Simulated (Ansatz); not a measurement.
The starting structures come from a database of crystals and need not be the phases stable at ambient conditions.

By PBEsol, the system below comes out a metal.

The ballistic (Sharvin) conductance counts the channels at the Fermi level: G/A = (e²/h) × channels of both spins per area.

Consider the following.

```xyz
6
Lattice="5.1543 0.0000 0.0000 0.0000 7.2893 0.0000 2.5772 3.6447 2.5772" Properties=species:S:1:pos:R:3 pbc="T T T"
Hf     0.0000     3.6447     0.0000
Hf     2.5772     5.4670     0.0000
V      5.1543     6.3782     1.2886
V      1.2886     0.9112     0.0000
V      2.5772     2.7335     1.2886
V      3.8658     0.9112     0.0000
```

Space group of this cell: Fd-3m, cubic Laves (MgCu2 type). The cell is taken as given; by PBEsol its mean pressure is -4.2 GPa.

The current flows along the normal of the first two printed cell vectors, the (110) plane of the conventional cell. No spin-orbit coupling; the value is a mean over 0.1 eV about the Fermi level.

**Question.** State the ballistic conductance per area according to PBEsol in Ansatz (a quantum-chemistry and plane-wave program).

**Answer.** 1.1 × 10¹⁵ S/m² for both spins.
